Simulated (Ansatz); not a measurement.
A thermal frame of Ag (fcc), cell Ag32, with the crystal as the starting point [in the run: it stayed crystalline; mean temperature 427 K (target 460 K); density 9.88 g/cm³, volume +6 % from the start crystal's], from MD with r2SCAN at 460 K. The numbers are results of r2SCAN (plane waves, PAW; Ansatz, a program for electronic structure), not measurements.

- plane-wave cutoff = 500 eV
- k-points = one point, (1/4, 1/4, 1/4)
- Fermi-Dirac width = 0.086 eV
- spin = not polarised; no spin-orbit coupling

A check of the k-sampling: on the last frame of the same run a denser mesh moved the r2SCAN forces by 0.057 eV/Å rms, the static pressure by -0.90 GPa and the free energy by -23 meV/atom.

```xyz
32
Lattice="8.3397 0.0000 0.0000 0.0000 8.3397 0.0000 0.0000 0.0000 8.3397" Properties=species:S:1:pos:R:3:forces:R:3 pbc="T T T"
Ag   -0.0781    0.4615    0.0096   0.442  -0.658  -0.044
Ag   -0.0530    2.2940    2.0700   0.197   0.481   0.187
Ag    1.9310    0.1735    2.1846   0.050  -0.109  -0.155
Ag    2.1643    2.3248    0.0581  -0.294   0.027   0.115
Ag   -0.1744    0.1590    4.2530   0.496  -0.181  -0.187
Ag    0.2274    2.2334    6.1480  -0.454   0.086   0.445
Ag    2.2482    0.1544    6.3337  -0.632  -0.128   0.086
Ag    1.9523    2.4524    4.0830   0.146  -0.336  -0.356
Ag   -0.2667    4.5625   -0.1481   0.279  -1.150   0.349
Ag   -0.0867    6.2690    1.9180   0.001   0.706   0.680
Ag    2.1836    4.5474    2.0382  -0.215  -0.514  -0.118
Ag    1.9570    6.4136   -0.0386   0.466   0.285   0.083
Ag   -0.0617    4.4917    4.3266   0.024  -0.482   0.143
Ag   -0.0531    6.5121    6.4112   0.323   0.352  -0.675
Ag    2.2076    4.3112    6.2402  -0.499   0.653   0.307
Ag    1.9191    6.3803    4.2091   0.299   0.474   0.112
Ag    4.1765    0.2169    0.0614  -0.318   0.004  -0.033
Ag    4.0627    2.1307    2.1711   0.013   0.262   0.209
Ag    6.2527    0.3239    2.0930  -0.043  -0.436   0.172
Ag    6.2479    2.3074    0.0270   0.175  -0.194  -0.184
Ag    4.0960    0.2354    4.3019   0.126  -0.153  -0.467
Ag    4.0324    2.3698    6.1693   0.424  -0.569   0.358
Ag    6.2166    0.1148    6.3874  -0.080   0.835  -0.506
Ag    6.2630    2.1593    4.3356  -0.061   0.376  -0.064
Ag    4.3803    4.1864    0.2004  -0.821   0.621   0.485
Ag    4.1543    6.5350    2.2104   0.108   0.080  -0.006
Ag    6.2485    4.3742    2.4370   0.006  -0.259  -0.823
Ag    6.1555    6.6477   -0.0373   0.024  -0.698   0.742
Ag    4.1307    4.2661    4.1138  -0.029   0.311   0.070
Ag    4.2262    6.4288    6.1929  -0.889   0.222   0.265
Ag    5.9400    4.3897    6.4245   0.794  -0.263  -0.747
Ag    6.2693    6.3760    4.3614  -0.057   0.353  -0.445
```

```json
{
 "free energy on this k-sampling (the code's own zero, frozen cores included)": "-243323.3 eV",
 "static pressure (no kinetic part)": "-0.66 GPa",
 "rms_force_component": "0.406 eV/Å",
 "largest_force": "1.23 eV/Å on atom 9"
}
```
